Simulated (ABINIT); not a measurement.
Band structure of AlNi (Pm-3m, 2 atoms in the cell).

```
CELL_PARAMETERS angstrom
      2.82139     0.00000     0.00000
      0.00000     2.82139     0.00000
      0.00000     0.00000     2.82139
ATOMIC_POSITIONS crystal
  Al 0.50000 0.50000 0.50000
  Ni 0.00000 0.00000 0.00000
```

Level of theory: PBE, norm-conserving pseudopotentials (PseudoDojo nc-sr-05 PBE standard) (plane waves; ABINIT 10.0.3).

Settings: pseudos = [Al.upf, Ni.upf]; ecut = 49 Ha; ixc = 11; occopt = 7; tsmear = 0.00999582 Ha; ngkpt = 9 9 9; nshiftk = 1; shiftk = 0 0 0; potentials = PseudoDojo nc-sr-05 PBE standard; kptopt = 1; nstep = 50; toldfe1 = 1e-09 Ha; ndtset = 2.

The starting cell comes from a database of computed structures (which also holds hypothetical and non-ambient phases and stackings), without a prior relaxation at this level. Its lattice was rescaled by a random factor within 2.5 % of one. Spin polarisation is off.

Levels in eV from the Fermi level, bands 7 to 14:
```
point      7      8      9     10     11    12     13     14
-----  -----  -----  -----  -----  -----  ----  -----  -----
Γ      -3.57  -1.70  -1.70  -1.70   5.74  5.74   5.74   8.31
X      -3.04  -2.46  -2.46  -1.60  -0.70  8.32  10.30  10.30
M      -3.10  -3.10  -2.29  -2.29  -1.12  1.57   2.76  12.93
R      -4.45  -1.09  -1.09   1.92   1.92  1.92   4.23   4.70
```

Bands cross the Fermi level along this path, so the cell is metallic at this level.
